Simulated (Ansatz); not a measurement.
## A computed series for hypothetical CsCl type NbP: pressure series

The reference is NbP in the CsCl type structure (space group Pm-3m, No. 221; a hypothetical phase, not in the database extracts checked).

```
CELL_PARAMETERS angstrom
      3.07917     0.00000     0.00000
      0.00000     3.07917     0.00000
      0.00000     0.00000     3.07917
ATOMIC_POSITIONS crystal
  Nb 0.00000 0.00000 0.00000
  P  0.50000 0.50000 0.50000
```

Cell and atoms are relaxed at each pressure.

All numbers come from Ansatz (a first-principles code), PBEsol, PAW, cutoff 420 eV, no spin-orbit coupling.

Notes on the quantities. enthalpy: H = E + PV relative to the base's energy.

```tsv
case	enthalpy	volume per atom
base	–	14.60 Å³
pressure −2 GPa	-0.18 eV/atom	14.74 Å³
pressure −1 GPa	-0.09 eV/atom	14.67 Å³
pressure 0.3 GPa	+0.03 eV/atom	14.58 Å³
pressure 0.7 GPa	+0.06 eV/atom	14.55 Å³
pressure 1.5 GPa	+0.14 eV/atom	14.49 Å³
pressure 3 GPa	+0.27 eV/atom	14.40 Å³
pressure 5 GPa	+0.45 eV/atom	14.27 Å³
pressure 7.5 GPa	+0.67 eV/atom	14.12 Å³
pressure 10 GPa	+0.89 eV/atom	13.97 Å³
```

Load acts through the strain it causes; cell and atoms are relaxed under it. Stability against distortions was not tested. No other phases were tried under pressure. All final runs are without spin polarisation.
